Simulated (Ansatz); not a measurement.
CdInNO (model structure, started from the AlSiCN type, P3m1, No. 156, 4 atoms in the cell), treated with r²SCAN (PAW; Ansatz, an electronic-structure program).

Settings: plane-wave cutoff 560 eV, 18×18×10 k mesh (along the axes of the cell as run), Fermi–Dirac smearing 0.05 eV, scalar-relativistic PAW data made under PBE.

Cell (relaxed at this level):

```cif
data_CdInNO
_chemical_formula_sum 'In1 Cd1 O1 N1'
_space_group_name_H-M_alt 'P3m1'
_space_group_IT_number 156
_space_group_name_Hall 'P 3 -2"'
_cell_length_a 3.56920
_cell_length_b 3.56920
_cell_length_c 5.76320
_cell_angle_alpha 90.000
_cell_angle_beta 90.000
_cell_angle_gamma 120.000
loop_
_atom_site_label
_atom_site_type_symbol
_atom_site_symmetry_multiplicity
_atom_site_Wyckoff_symbol
_atom_site_fract_x
_atom_site_fract_y
_atom_site_fract_z
_atom_site_occupancy
In1 In 1 b 0.33333 0.66667 0.50758 1
Cd1 Cd 1 c 0.66667 0.33333 0.99437 1
O1 O 1 b 0.33333 0.66667 0.13908 1
N1 N 1 c 0.66667 0.33333 0.60896 1
```

Question: Give the computed bulk modulus B0.

Answer: 
- bulk modulus B0: 124 GPa

The run finds no gap.

Note: the bulk modulus is −V dP/dV from two relaxed cells at ±2 % in volume; the relaxation could raise the start's symmetry but not lower it, so the cell can be a saddle point.

Spin–orbit coupling is not included; it can open a gap where bands touch, and shift volumes and moduli.

Computed values are for the static lattice.

It cost roughly 14 core-minutes of CPU time.

A model structure was made by putting elements into a prototype or built by hand; it is no filed structure, need not be a known phase, and can be a saddle point held by its symmetry.
